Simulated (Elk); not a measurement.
Input and output of a self-consistent single point for W (Im-3m, 1 atom in the cell) (Elk).

Method: PBE, all-electron FP-LAPW, Elk's shipped species files, default APW+lo basis run with Elk.

The change in words: lattice scaled by 0.98. Reference geometry:
```
W
1.0
   -1.54587     1.54587     1.54587
    1.54587    -1.54587     1.54587
    1.54587     1.54587    -1.54587
W
1
Direct
  0.00000   0.00000   0.00000
```

Reference input (self-consistent single point, DFT, PBE, all-electron FP-LAPW, Elk's shipped species files, default APW+lo basis): xctype = 20; rgkmax = 7; stype = 3; swidth = 0.00367493 Ha; ngridk = 12 12 12; rmtscf = 0.85. This run's input differs from it in these lines:

```diff
@@ -19,3 +19,3 @@
 scale
-  5.05979621
+  4.958601726
```

Output (repeated stretches shortened):

```
│ Self-consistent loop started │
│ Loop number : 1 │
 total energy                :     -16166.4754280
│ Loop number : 2 │
 total energy                :     -16166.6810531
RMS change in Kohn-Sham potential (target) :   0.1757824108     (  0.1000000000E-05)
Absolute change in total energy (target)   :   0.2056251117     (  0.1000000000E-03)
│ Loop number : 3 │
 total energy                :     -16166.8864970
RMS change in Kohn-Sham potential (target) :   0.1682049718     (  0.1000000000E-05)
Absolute change in total energy (target)   :   0.2568501500     (  0.1000000000E-03)
│ Loop number : 4 │
   [... lines left out ...]
Absolute change in total energy (target)   :   0.3209311344E-03 (  0.1000000000E-03)
│ Loop number : 14 │
 total energy                :     -16166.2307923
RMS change in Kohn-Sham potential (target) :   0.5244313820E-07 (  0.1000000000E-05)
Absolute change in total energy (target)   :   0.1056528581E-03 (  0.1000000000E-03)
│ Loop number : 15 │
 total energy                :     -16166.2307958
RMS change in Kohn-Sham potential (target) :   0.2273209590E-07 (  0.1000000000E-05)
Absolute change in total energy (target)   :   0.2990280882E-04 (  0.1000000000E-03)
Convergence targets achieved

│ Loop number : 16 │

Energies :
 Fermi                       :     0.636841273098
 total energy                :     -16166.2307977

Density of states at Fermi energy :    11.98600497
 (states/Hartree/unit cell)

Estimated indirect band gap :   0.2424841527E-02
 from k-point     33 to k-point      3
Estimated direct band gap   :   0.2250951377E-01
 at k-point     29

Charges :
 core                        :    46.00000000
 valence                     :    28.00000000
 interstitial                :    2.090512875
 muffin-tins (core leakage)
  species :    1 (W)
   atom    1                 :    71.90948713     (  0.2690509135E-05)
 total in muffin-tins        :    71.90948713
 total calculated charge     :    73.99756178
 total charge                :    74.00000000
 error                       :   0.2438218619E-02

│ Self-consistent loop stopped │
```

The run converged in 16 iterations. The count includes the last loop, which Elk runs after its targets are met. Against the reference run the free energy goes up by 266 meV/atom.

The starting cell has typed, rounded lattice constants, without a prior relaxation at this level. Its lattice was rescaled by a random factor within 2.5 % of one. For this run, on top of that: lattice scaled by 0.98. Spin-orbit coupling is off. Spin polarisation is off. Values depend on the basis (sphere radii, cutoffs, local orbitals), which need not be converged. The log's line on a gap gives a spacing of levels on this mesh, which the program prints for metals too.
